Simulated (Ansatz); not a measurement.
The parent structure is Ga$_{2}$O$_{3}$ in the corundum structure (space group R-3c, No. 167).

```
CELL_PARAMETERS angstrom
      2.50017     1.44347     4.48293
     -2.50017     1.44347     4.48293
      0.00000    -2.88695     4.48293
ATOMIC_POSITIONS crystal
  Ga 0.64430 0.64430 0.64430
  Ga 0.14430 0.14430 0.14430
  Ga 0.35570 0.35570 0.35570
  Ga 0.85570 0.85570 0.85570
  O  0.75000 0.44721 0.05279
  O  0.05279 0.75000 0.44721
  O  0.25000 0.55279 0.94721
  O  0.55279 0.94721 0.25000
  O  0.94721 0.25000 0.55279
  O  0.44721 0.05279 0.75000
```

Cartesian axes are those of the cell as printed.

All numbers come from Ansatz (an electronic-structure program), PBEsol, PAW, cutoff 420 eV, no spin-orbit coupling.

Perturbation: every lattice vector is stretched by 3.00 %, atoms relaxed at fixed cell.

Predict the stress tensor and what it implies for the stiffness.

Stress of the strained cell less that of the base (GPa, compression positive):
```
 -16.69    0.00    0.00
   0.00  -16.69    0.00
   0.00    0.00  -14.67
```

Then B = −ΔP/(ΔV/V₀) with ΔV/V₀ = 0.0927 gives secant stiffness values (nonlinear terms included at this strain): B (at held cell shape, above the free-shape value) ≈ 173 GPa.

As a check, the harmonic strain energy −½ V₀ Δσ:ε is 44 meV/atom; the computed energy rise is 49 meV/atom.

Stability against distortions was not tested.
